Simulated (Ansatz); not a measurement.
Base system: Fe2B (space group I4/mcm, No. 140; a = 4.9833 Å, c = 4.1556 Å; ferromagnetic).

Level of theory: PBEsol, PAW, 420 eV (Ansatz, an electronic-structure program; no spin-orbit coupling).

One change was made to it. Results:

The c/a ratio rises by 0.093 (0.834 → 0.927); the volume per atom grows by 6.78 Å³ (8.60 Å³ → 15.38 Å³).

### Question
Name the change that was made.
A) B → C
B) Fe → Re
C) B → In

### Answer
C, B → In. For comparison, the volume per atom in the other runs: Fe → Re gives 11.40 Å³; B → C gives 8.39 Å³.

Other magnetic orders, which the real material may have, were not ruled out. Whether these cells are dynamically stable was not tested. As relaxed here, InFe2, Re2B and Fe2C are hypothetical phases, not in the database extracts checked. Spin-polarised in the final run: InFe2, base and Fe2C; the other runs are not.
